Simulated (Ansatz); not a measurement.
Base system: Ru in the hcp (Mg type) structure (space group P6_3/mmc, No. 194; a = 2.6761 Å, c = 4.2206 Å).

All numbers come from Ansatz (a first-principles code), LDA, PAW, cutoff 420 eV, no SOC.

Before the change:

* **Lattice parameter a**: 2.676 Å
* **c/a ratio**: 1.577
* **Band gap**: zero

Modification: a hydrostatic pressure of 30 GPa.

Estimate the effect on the lattice parameter a, c/a ratio and band gap.

The lattice parameter a drops by 0.064 Å (2.676 Å → 2.612 Å); the c/a ratio rises by 0.005 to 1.582; the band gap is still zero.

Load acts through the strain it causes; cell and atoms are relaxed under it. Whether these cells are dynamically stable was not tested. Competing high-pressure phases were not computed. The final runs are not spin-polarised.
